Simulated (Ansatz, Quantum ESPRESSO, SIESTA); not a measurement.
## One structure in several programs: MgSn₅ (R32, 6 atoms in the cell)

Relaxation of cell and atoms.

```
MgSn5
1.0
    2.84265     1.64120     5.56202
   -2.84265     1.64120     5.56202
    0.00000    -3.28241     5.56202
Mg Sn
1 5
Direct
  0.50000   0.50000   0.50000
  0.66053   0.33947   0.00000
  0.00000   0.66053   0.33947
  0.33947   0.00000   0.66053
  0.16639   0.16639   0.16639
  0.83361   0.83361   0.83361
```

Shared settings, as Ansatz (a first-principles code) writes them: kpoints.mp_grid.grid = 4 4 4; scf.occupations.method = fermi_dirac; scf.occupations.width = 0.1 eV. Potentials and cutoffs stand in the table.

| code | model | final volume (Å³/atom) | cutoff |
|---|---|---|---|
| SIESTA | GGA PBEsol, numerical atomic orbitals DZP, PseudoDojo PBEsol standard norm-conserving potentials (rewritten from UPF to PSML) | 25.99 | grid 300 Ry |
| Quantum ESPRESSO | PBEsol, GBRV 1.5 ultrasoft (PBESOL) pseudopotentials | 25.08 | 40 Ry |
| Ansatz | PBEsol, PAW files made with PBE | 25.22 | default |

The spread over the programs that give each value: final volume within 0.91 Å³/atom.

SIESTA uses small atom-centred bases, whose incompleteness enters pressures, forces and empty levels differently from a plane-wave cutoff. The programs treat the finite-basis stress differently while the cell relaxes: Ansatz adds an estimate of it.

The starting cell comes from a database of computed structures (which also holds hypothetical and non-ambient phases and stackings), without a prior relaxation at this level. Its lattice was rescaled by a random factor within 2.5 % of one.

Keys are those of Ansatz 0.2.
